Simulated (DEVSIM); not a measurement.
Structure: abrupt InP p-n junction, at 300 K.

```csv
layer (left to right),material,thickness (μm),Nd (cm⁻³),Na (cm⁻³),τn (s),τp (s)
1,InP,96.0,-,7.4e16,8.7e-9,8.7e-9
2,InP,140,1.7e14,-,8.7e-9,8.7e-9
```

Left contact: ohmic. Right contact: ohmic. Voltage is applied to the left contact. Recombination: SRH at mid-gap, radiative, Auger. Mobility is constant in doping.

This is a model device: material constants are rounded textbook-type values typed into the input, and sizes, dopings and lifetimes were drawn at random. Values at 300 K.

| parameter | InP |
|---|---|
| gap (eV) | 1.344 |
| affinity (eV) | 4.38 |
| permittivity | 12.5 |
| Nc (cm⁻³) | 5.7e17 |
| Nv (cm⁻³) | 1.1e19 |
| μn (cm²/Vs) | 5200 |
| μp (cm²/Vs) | 170 |
| B (cm³/s) | 1.2e-10 |
| Cn (cm⁶/s) | 9e-31 |
| Cp (cm⁶/s) | 9e-31 |

Simulated with DEVSIM: 1D drift-diffusion, Boltzmann statistics, complete ionisation; no tunnelling, impact ionisation, image-force lowering or self-heating.

The minority lifetime in layer 2 was swept, all else fixed.

| minority lifetime in layer 2 (s) | dark forward voltage at 1 A/cm² (V) |
|---|---|
| 2.6e-10 | ? |
| 8.7e-10 | 0.965 |
| 2.6e-9 | 0.972 |
| 8.7e-9 | 0.984 |
| 2.6e-8 | 0.997 |
| 8.7e-8 | 1.012 |
| 2.6e-7 | 1.020 |

Question: Fill in the missing entries.

Answer: 
- 2.6e-10, dark forward voltage at 1 A/cm² (V): 0.961
